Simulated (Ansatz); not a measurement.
**SnGe (model structure, started from the NiAs type, P6₃/mmc, No. 194, 4 atoms in the cell): volume per atom by level of theory**

No measured value is used here.

**Question.** Put these levels in order of the volume per atom that they give for SnGe (model structure, started from the NiAs type, P6₃/mmc, No. 194, 4 atoms in the cell), smallest first: PBE (Ansatz, a first-principles code), PBE-D3(BJ) (Ansatz), PBEsol (Ansatz).

**Answer.** PBEsol (23.47 Å³/atom), PBE-D3(BJ) (23.73 Å³/atom), PBE (24.78 Å³/atom)

Ansatz's density-functional and Hartree–Fock values are scalar-relativistic unless marked +SOC, with PAW data made under PBE.

A model structure was made by putting elements into a prototype or built by hand; it is no filed structure, need not be a known phase, and can be a saddle point held by its symmetry.
